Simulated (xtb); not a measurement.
xtb 6.7.1, GFN1-xTB: Cd(OH)(amdMe)(NH3)2 (CC1[N](C)[Cd](<-[NH3])(<-[NH3])([OH])<-[N]=1C), 26 atoms. The geometry is a generated start, not checked to be a minimum at this level.

- run flags = --grad
- method = GFN1-xTB
- --acc = 1 (default)
- --etemp (K) = 300 (default)
- basis functions = 72
- valence electrons = 60

```xyz
26

Cd     0.3571     1.1566    -0.0798
O     -0.2815     3.0578    -0.0519
H     -1.2381     3.0544    -0.1499
C     -1.5552    -2.4419     0.5237
C     -0.8546    -1.1252     0.2825
N     -0.0390    -0.6037     1.1779
C      0.1991    -1.2621     2.4363
N     -1.0201    -0.4194    -0.8165
C     -1.8964    -0.8539    -1.8739
H     -1.8755    -2.8966    -0.4094
H     -2.4332    -2.2777     1.1495
H     -0.8931    -3.1347     1.0398
H      0.8344    -0.6174     3.0457
H     -0.7303    -1.4476     2.9896
H      0.7211    -2.2233     2.3120
H     -1.9175    -0.0759    -2.6385
H     -1.5496    -1.7836    -2.3507
H     -2.9254    -1.0111    -1.5261
N      2.3139     2.2878     1.0576
H      2.3666     2.1361     2.0586
H      1.6811     3.0700     0.8975
H      3.2343     2.5542     0.7262
N      1.7684     1.1827    -2.2100
H      2.6856     0.7517    -2.2405
H      1.8626     2.1683    -2.4287
H      1.1855     0.7544    -2.9210
```

Charge 0 and multiplicity 1 are set for this test and not shown to be the ground state.

One run each on 1 thread. Values of broydamp tried: 0.02, 0.05, 0.1, 0.2, 0.4 (default), 0.6, 0.8, 1.

Q: How does the count of SCC iterations change with broydamp, and where is it least?

A: Fewest SCC iterations: 0.4 (default) with 10. The count rises to 20 at 0.02. All converge to one solution.

```
broydamp       SCC iterations            end
-------------  --------------  -------------
0.02                       20  same solution
0.05                       18  same solution
0.1                        16  same solution
0.2                        13  same solution
0.4 (default)              10  same solution
0.6                        12  same solution
0.8                        13  same solution
1                          14  same solution
```
